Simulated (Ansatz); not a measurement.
ScOF (P2₁/c, No. 14, 12 atoms in the cell; start mp-4661), treated with PBEsol (PAW; Ansatz, a quantum-chemistry and plane-wave program).

Settings: plane-wave cutoff 520 eV, 8×8×8 k mesh, Fermi–Dirac smearing 0.01 eV, scalar-relativistic PAW data made under PBE.

Cell (relaxed at this level):

```xyz
12
Lattice="5.1536 0.0000 -0.0048 0.0000 5.1245 0.0000 -0.8984 0.0000 5.1353" Properties=species:S:1:pos:R:3 pbc="T T T"
Sc     3.3060     2.4189     1.4757
Sc     0.9491     2.7056     3.6548
Sc     1.3983     4.9812     1.0872
Sc     2.8568     0.1433     4.0433
O      2.7910     3.8237     0.0581
O      1.4642     1.3008     5.0724
O      1.9134     1.2614     2.5047
O      2.3417     3.8631     2.6258
F      4.2668     1.6763     3.3795
F     -0.0117     3.4482     1.7510
F     -0.4609     4.2385     4.3186
F      4.7161     0.8860     0.8119
```

What does this level give for the band gap, smallest direct gap on the k points sampled and direct gap at Γ?


* **band gap**: 4.56 eV (indirect)
* **smallest direct gap on the k points sampled**: 4.69 eV
* **direct gap at Γ**: 4.80 eV

Static lattice: no zero-point or thermal effects.

Computing time: around 4 core-minutes (rough).

A start named mp-… is a Materials Project structure, which need not be a measured phase.
